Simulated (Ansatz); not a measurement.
**SiSn (model structure, started from the h-BN type, P6₃/mmc, No. 194, 4 atoms in the cell)**

Method: PBEsol (plane waves, PAW; Ansatz, an electronic-structure program).

Settings: plane-wave cutoff 500 eV, 12×12×4 k mesh (along the axes of the cell as run), Fermi–Dirac smearing 0.05 eV, scalar-relativistic PAW data made under PBE.

Cell (relaxed at this level):

SnSi is taken in the hexagonal space group P6₃/mmc (No. 194), Pearson symbol hP4. Conventional cell: a = b = 4.661 Å, c = 5.559 Å, α = β = 90.00°, γ = 120.00°. Sn on 2c is surrounded by 5 Si at 2.691–2.779 Å (trigonal bipyramidal). Si on 2d is surrounded by 5 Sn at 2.691–2.779 Å (trigonal bipyramidal). (Neighbours: up to the widest gap in distance over summed covalent radii, below 1.35, at either atom; cation-cation and far metal-metal contacts left out.)

```json
{
  "band_gap": "zero (no gap)"
}
```

Note: the relaxation could raise the start's symmetry but not lower it, so the cell can be a saddle point.

Spin–orbit coupling is not included.

The computed numbers hold no vibrational or temperature effects.

It cost around 5 core-minutes (rough) of CPU time.

A model structure was made by putting elements into a prototype or built by hand; it is no filed structure, need not be a known phase, and can be a saddle point held by its symmetry.
